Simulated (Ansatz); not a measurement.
Take SiC in the zinc blende structure (space group F-43m, No. 216; a = 4.329 Å) as the base.

Method: LDA/PAW in Ansatz (a program for electronic structure), without spin-orbit coupling.

Strains are applied to the cell and any free atomic positions relax.

One change was made to it. Results:

```csv
quantity,base,after
energy relative to the base (free energy F),0 meV/atom,+15 meV/atom
mean gap deformation potential ΔEg/Δln V,–,+0.9 eV
pressure,0.00 GPa,11.36 GPa
```

Task: What was done to the base?
(A) isotropic strain −1.00 %
(B) isotropic strain −1.50 %
(C) isotropic strain +2.50 %

Result: B, isotropic strain −1.50 %. For comparison, the energy relative to the base in the other runs: isotropic strain +2.50 % gives +38 meV/atom; isotropic strain −1.00 % gives +6.7 meV/atom.

No phonon test of stability was made.
